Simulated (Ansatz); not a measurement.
The reference is SiC (space group P6_3mc, No. 186; a = 3.078 Å, c = 10.076 Å). Axes: x lies along a and z along c of the hexagonal cell.

Method: PBEsol (Ansatz, a first-principles code; PAW; 420 eV plane waves; no SOC).

Strains are applied to the cell and any free atomic positions relax.

One change was made to it. Results:

The pressure (mean of the normal stresses, compression positive) is nearly the same (-0.01 GPa against 0.01 GPa); the band gap drops by 0.10 eV to 2.02 eV; the valence-band top at Γ (three highest levels, from the VBM) becomes 0.00, -0.07, -0.20 eV (base: 0.00, 0.00, -0.05 eV).

What was done to the base?
A. tensor shear ε_xz = +0.80 %
B. tensor shear ε_xz = +1.20 %
C. tensor shear ε_xz = +1.60 %
D. tensor shear ε_xz = +2.00 %

B, tensor shear ε_xz = +1.20 %. For comparison, the band gap in the other runs: tensor shear ε_xz = +2.00 % gives 1.92 eV; tensor shear ε_xz = +0.80 % gives 2.06 eV; tensor shear ε_xz = +1.60 % gives 1.97 eV.

Stability against distortions was not tested.
